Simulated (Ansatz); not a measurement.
Take SiSe2 (space group Ibam, No. 72; made of chains) as the base.

```xyz
6
Lattice="-3.1507 4.6508 2.9278 3.1507 -4.6508 2.9278 3.1507 4.6508 -2.9278" Properties=species:S:1:pos:R:3 pbc="T T T"
Se     1.8579     3.4575     2.9278
Se     1.2928    -1.1933     2.9278
Se     1.8579     5.8441     0.0000
Se     1.2928     1.1933     0.0000
Si     0.0000     0.0000     4.3917
Si     0.0000     0.0000     1.4639
```

All numbers come from Kohn–Sham DFT with the PBEsol functional, run in Ansatz (a program for electronic structure) with PAW and 420 eV plane waves, no spin-orbit coupling.

Base values:

The smallest direct gap comes out as 1.71 eV and the band gap is 1.65 eV.

It is then changed as follows: a hydrostatic pressure of 0.3 GPa.

What does the calculation give for the smallest direct gap after the change?

The smallest direct gap falls by 0.07 eV to 1.64 eV.

Predict the new band gap.

The band gap drops by 0.109 eV (1.65 eV → 1.55 eV).

Load acts through the strain it causes; cell and atoms are relaxed under it. Stability against distortions was not tested. No dispersion term is included in the PBEsol runs.
